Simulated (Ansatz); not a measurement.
## Convergence study of the plane-wave cutoff for In (I4/mmm, 1 atom in the cell)

```xyz
1
Lattice="-1.6299 1.6299 2.4824 1.6299 -1.6299 2.4824 1.6299 1.6299 -2.4824" Properties=species:S:1:pos:R:3 pbc="T T T"
In     0.0000     0.0000     0.0000
```

Level of theory: PBE, PAW files (plane waves; Ansatz, a program for electronic structure).

Base settings: basis.ecutwfc = 420 eV; kpoints.mp_grid.grid = 14 14 14; hamiltonian.xc = pbe; hamiltonian.pseudopotentials = {kind: paw} (the program's default PAW files); scf.occupations.method = fermi_dirac; scf.occupations.width = 0.1 eV.

The second cell is the first with its lattice scaled by 0.98.

The mesh stays at the base's, so the ladder's end is converged at best in this setting alone.

The first pressure column holds Ansatz's estimate of the finite-basis (Pulay) stress, which hides part of the cutoff error; the other is without it.

Only quantities that move along the ladder and can be compared are tabulated.

The count of work is k-points × plane waves × bands × iterations; it is no time. 

The starting cell has typed, rounded lattice constants, without a prior relaxation at this level. Its lattice was rescaled by up to half a per cent.

```tsv
basis.ecutwfc	free energy less the last step's (meV/atom)	energy of the compressed cell less the first (meV/atom)	pressure (GPa)	pressure without the Pulay estimate (GPa)	count of work / last
145 eV	43711.02	32.20	-9.60	-955.19	0.069
170 eV	17023.92	52.47	10.67	-450.15	0.088
190 eV	7623.36	91.33	5.70	-233.33	0.080
210 eV	3350.19	36.32	2.10	-118.01	0.088
230 eV	1403.43	33.86	2.43	-56.57	0.10
250 eV	553.95	30.28	1.28	-25.35	0.13
295 eV	49.89	29.81	1.64	-2.04	0.16
335 eV	3.21	29.69	1.61	1.33	0.19
380 eV	1.32	29.61	1.60	1.60	0.23
420 eV	0.82	29.61	1.60	1.57	0.28
460 eV	0.29	29.62	1.60	1.59	0.30
505 eV	0.14	29.62	1.60	1.60	0.35
565 eV	0.11	29.62	1.60	1.60	0.42
630 eV	0.06	29.62	1.60	1.60	0.48
735 eV	0.05	29.61	1.60	1.60	0.64
840 eV	0.02	29.61	1.60	1.60	0.75
1010 eV	0.00	29.61	1.60	1.60	1.0
```

Coarsest basis.ecutwfc that holds the pressure without the Pulay estimate within 1 GPa of the last step, with all finer ones: 335 eV, at 0.19 of the last step's count of work; the step before is off by 3.6 GPa.

Coarsest basis.ecutwfc that holds the pressure within 0.05 GPa of the last step, with all finer ones: 295 eV, at 0.16 of the last step's count of work; the step before is off by 0.33 GPa.

Coarsest basis.ecutwfc that holds the energy of the compressed cell less the first within 2 meV/atom of the last step, with all finer ones: 250 eV, at 0.13 of the last step's count of work; the step before is off by 4.2 meV/atom.

The energy difference between the two cells stays within 1 meV/atom of the last step's from 250 eV on, the total only from 420 eV on: much of the error is common to both cells and cancels.

At the lowest cutoff the pressure without the Pulay estimate lies 957 GPa under the last step's, the usual sign of Pulay stress in an incomplete plane-wave basis.

Keys are those of Ansatz 0.2.
